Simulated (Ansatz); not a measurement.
Consider YRu3Si2 (space group P6/mmm, No. 191; a = 5.4923 Å, c = 3.6102 Å; a cell from a computed database, its experimental status unchecked).

The values are results of PBEsol, PAW, 420 eV (Ansatz, an electronic-structure program; without spin-orbit coupling), not measurements.

Base values:

```
Quantity           Result
---------------  --------
Volume per atom  15.72 Å³
c/a ratio           0.657
```

Perturbation: cell and atoms relaxed at a pressure of 0.3 GPa.

Question: Estimate the effect on the volume per atom.

Answer: The volume per atom shrinks by 0.02 Å³, from 15.72 Å³ to 15.70 Å³.

Question: Estimate the effect on the c/a ratio.

Answer: The c/a ratio remains 0.657.

Load acts through the strain it causes; cell and atoms are relaxed under it. Whether these cells are dynamically stable was not tested. All final runs are without spin polarisation. An odd electron count without spin: YRu3Si2.
